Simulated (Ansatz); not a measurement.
The starting structures come from a database of crystals and need not be the phases stable at ambient conditions.

 Where the default PAW files enter, the runs use the earlier of Ansatz's two default sets.

**Evanescent states of Sr(ZnAs)2 (P-3m1, not sure to be the ambient phase, 5 atoms a cell, 22.4 Å³ an atom) along the normal of (100)**

The numbers are results of r2SCAN (plane waves, PAW; Ansatz, a first-principles code), not measurements.

No gap correction and no spin-orbit coupling; mid-gap values are interpolated between computed energies.

Energies count from the valence-band top; κ is the least over a 8×4 mesh across the current.

```
E (eV)  κ (1/Å)  where
------  -------  -----
0.03      0.024      Γ
0.09      0.040      Γ
0.15      0.050      Γ
0.21      0.058      Γ
0.27      0.064      Γ
0.33      0.069      Γ
0.39      0.073      Γ
0.45      0.074  off Γ
0.51      0.068  off Γ
0.57      0.060  off Γ
0.63      0.049  off Γ
0.69      0.030      Γ
```

Problem. How thick must the barrier be to attenuate the transmission by 10^6 when the electrodes' Fermi level lies at 0.09 eV, and what attenuation does that film give at 0.57 eV?

Solution. d = 6 ln 10 / (2 × 0.040) = 172.7 Å. At 0.57 eV it gives 6 × 0.060/0.040 = 9.0 decades.
